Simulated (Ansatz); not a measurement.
The starting structures come from a database of crystals and need not be the phases stable at ambient conditions.

Given:

```
CELL_PARAMETERS angstrom
      3.64212     0.00000     0.00000
      0.00000     7.93504     0.00000
      0.00000     1.79086     5.42777
ATOMIC_POSITIONS crystal
  Y  0.25000 0.60025 0.70157
  Y  0.75000 0.39975 0.29843
  W  0.25000 0.18036 0.88452
  W  0.75000 0.81964 0.11548
  N  0.75000 0.66335 0.93828
  N  0.25000 0.33665 0.06172
  N  0.75000 0.65348 0.42790
  N  0.25000 0.34652 0.57210
  N  0.25000 0.90979 0.13290
  N  0.75000 0.09021 0.86710
```

Space group of this cell: P2_1/m. The cell is taken as given; by PBEsol its mean pressure is -3.0 GPa.

Transport runs along the normal of the first two printed cell vectors.

The gap is the functional's own. No spin-orbit coupling. Mid-gap values are interpolated on the energy grid.

### Question
Compute, with PBEsol (Ansatz, a first-principles code), the band gap and the smallest decay constant κ at mid-gap.

### Answer
Gap 1.39 eV on a 8×4×6 mesh; κ = 0.210 1/Å, at (0.000, 0.500) of the in-plane reciprocal vectors. At the zone centre, at the nearest computed energy, the slowest state has κ = 0.23 1/Å.
